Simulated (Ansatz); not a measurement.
One base run on HfSi (P6/mmm, 6 atoms in the cell) and variants with one or two settings moved

```
HfSi
1.0
    6.14492     0.00000     0.00000
   -3.07246     5.32166     0.00000
    0.00000     0.00000     4.95843
Hf Si
3 3
Cartesian
  3.07246   0.00000   0.00000
  1.53623   2.66083   0.00000
 -1.53623   2.66083   0.00000
  0.00000   0.00000   0.00000
  0.00000   3.54778   2.47921
  3.07247   1.77389   2.47921
```

Base run A: LDA (PW92), default PAW files made with PBE (Ansatz, a first-principles code), self-consistent single point.

Its settings: basis.ecutwfc = 30.9 Ry; kpoints.mp_grid.grid = 5 5 6; hamiltonian.xc = lda; hamiltonian.pseudopotentials = {kind: paw} (the program's default PAW files); scf.occupations.method = methfessel_paxton; scf.occupations.width = 0.0147 Ry.

The starting cell was generated: these elements placed on a structure prototype, without a prior relaxation; it need not be a known phase or ordering of this composition. In the base run, with a pressure of about -18 GPa the cell is away from its equilibrium volume at this level. Ansatz's pressure includes its estimate of the finite-basis (Pulay) stress.

ΔF is the free energy per atom less that of run A. 

Runs:
- B: kpoints.mp_grid.grid: 5 5 6 → 3 3 3
- C: kpoints.mp_grid.grid: 5 5 6 → 7 7 8
- D: scf.convergence.dr2_threshold: default (1e-07 eV) → 1e-08 eV
- E: scf.mixing.algorithm: default (the program chose MSR1) → anderson; scf.mixing.beta: default → 0.02
- F: scf.mixing.algorithm: default (the program chose MSR1) → broyden; scf.mixing.ndim: default → 20
- G: basis.precision: default → f64

| run | ΔF (meV/atom) | pressure (GPa) | k-points |
|---|---|---|---|
| A | 0.00 | -17.74 | 20 |
| B | 18.4 | -17.62 | 6 |
| C | -1.07 | -17.76 | 40 |
| D | 0.00 | -17.74 | 20 |
| E | 0.00 | -17.74 | 20 |
| F | 0.00 | -17.74 | 20 |
| G | 0.00 | -17.74 | 20 |

Run C against A: The free energy goes down by 1.1 meV/atom and the pressure stays near -17.76 GPa while the zz stress (positive for compression) goes from -19.67 to -20.10 GPa.

Run B against A: The free energy rises by 18.4 meV/atom and the pressure goes from -17.74 to -17.62 GPa.

Run G against A: The free energy stays essentially unchanged (within 1 meV/atom) and the pressure stays at -17.74 GPa.

Keys are those of Ansatz 0.2.
